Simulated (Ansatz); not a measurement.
Reference: CuCl (R3m), PBEsol, rigid bands (plane waves, PAW, scalar-relativistic; Ansatz, a program for electronic structure); axes and stresses refer to this cell.

```
CELL_PARAMETERS angstrom
      1.87040     1.07988     3.05386
     -1.87040     1.07988     3.05386
      0.00000    -2.15975     3.05386
ATOMIC_POSITIONS crystal
  Cu 0.99146 0.99146 0.99146
  Cl 0.24153 0.24153 0.24153
```

- band gap: 0.56 eV
- hole conductivity mass: 1.55 mₑ
- Seebeck coefficient, p-type 1e19 cm⁻³: 474 μV/K

```json
[
 {"Change": "hydrostatic pressure -2 GPa", "band gap": "___", "hole conductivity mass": "1.66 mₑ", "Seebeck coefficient, p-type 1e19 cm⁻³": "___"},
 {"Change": "hydrostatic pressure 15 GPa", "band gap": "___", "hole conductivity mass": "1.17 mₑ", "Seebeck coefficient, p-type 1e19 cm⁻³": "444 μV/K"},
 {"Change": "hydrostatic pressure 5 GPa", "band gap": "___", "hole conductivity mass": "1.37 mₑ", "Seebeck coefficient, p-type 1e19 cm⁻³": "461 μV/K"}
]
```

**Question.** Some entries are withheld; supply them.

**Answer.** 
- hydrostatic pressure -2 GPa, band gap: 0.49 eV
- hydrostatic pressure -2 GPa, Seebeck coefficient, p-type 1e19 cm⁻³: 481 μV/K
- hydrostatic pressure 15 GPa, band gap: 0.94 eV
- hydrostatic pressure 5 GPa, band gap: 0.70 eV

Masses are for dilute carriers at 300 K, harmonic means over directions unless an axis is named. Seebeck coefficients are for the stated density at 300 K, with one relaxation time for all states and whether or not that doping can be reached. Spin-orbit coupling is left out unless a row names it; without it hole values are far off for these elements. Stresses and pressures are the targets of the relaxation.  The structure type is held under load, also where the real crystal would transform.
